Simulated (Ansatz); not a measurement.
## A computed series for BeSe: pressure series

The reference is BeSe in the zinc blende structure (space group F-43m, No. 216).

```
BeSe
1.0
    0.00000     2.56446     2.56446
    2.56446     0.00000     2.56446
    2.56446     2.56446     0.00000
Se Be
1 1
Cartesian
  3.84668   3.84668   3.84668
  0.00000   0.00000   0.00000
```

Cell and atoms are relaxed at each pressure.

The values are results of Ansatz (an electronic-structure program), PBEsol, PAW, cutoff 420 eV, no spin-orbit coupling, not measurements.

```json
[
 {"variant": "base", "band gap": "2.47 eV", "smallest direct gap": "4.28 eV", "electron mass": "0.84 mₑ along k, 0.26 mₑ across (at X)", "density": "4.33 g/cm³"},
 {"variant": "pressure −2 GPa", "band gap": "2.52 eV", "smallest direct gap": "4.09 eV", "electron mass": "0.85 mₑ along k, 0.27 mₑ across (at X)", "density": "4.22 g/cm³"},
 {"variant": "pressure −1 GPa", "band gap": "___", "smallest direct gap": "4.19 eV", "electron mass": "0.82 mₑ along k, 0.26 mₑ across (at X)", "density": "4.28 g/cm³"},
 {"variant": "pressure 0.3 GPa", "band gap": "2.46 eV", "smallest direct gap": "4.31 eV", "electron mass": "0.84 mₑ along k, 0.26 mₑ across (at X)", "density": "4.35 g/cm³"},
 {"variant": "pressure 0.7 GPa", "band gap": "2.45 eV", "smallest direct gap": "4.35 eV", "electron mass": "0.83 mₑ along k, 0.26 mₑ across (at X)", "density": "4.37 g/cm³"},
 {"variant": "pressure 1.5 GPa", "band gap": "2.43 eV", "smallest direct gap": "___", "electron mass": "0.83 mₑ along k, 0.26 mₑ across (at X)", "density": "4.41 g/cm³"},
 {"variant": "pressure 3 GPa", "band gap": "2.39 eV", "smallest direct gap": "4.55 eV", "electron mass": "0.82 mₑ along k, 0.26 mₑ across (at X)", "density": "4.49 g/cm³"},
 {"variant": "pressure 5 GPa", "band gap": "2.34 eV", "smallest direct gap": "4.71 eV", "electron mass": "0.82 mₑ along k, 0.25 mₑ across (at X)", "density": "4.58 g/cm³"},
 {"variant": "pressure 7.5 GPa", "band gap": "2.28 eV", "smallest direct gap": "4.84 eV", "electron mass": "0.81 mₑ along k, 0.25 mₑ across (at X)", "density": "4.70 g/cm³"},
 {"variant": "pressure 10 GPa", "band gap": "2.22 eV", "smallest direct gap": "4.89 eV", "electron mass": "0.80 mₑ along k, 0.25 mₑ across (at X)", "density": "4.80 g/cm³"}
]
```

Task: Some entries are withheld; estimate them.

Result: 
- pressure −1 GPa, band gap: 2.49 eV
- pressure 1.5 GPa, smallest direct gap: 4.42 eV

Load acts through the strain it causes; cell and atoms are relaxed under it. Masses are band curvatures over ±0.01 Å⁻¹ around the edge. Along k means along the line from Γ to the band edge. Stability against distortions was not tested. Competing high-pressure phases were not computed.
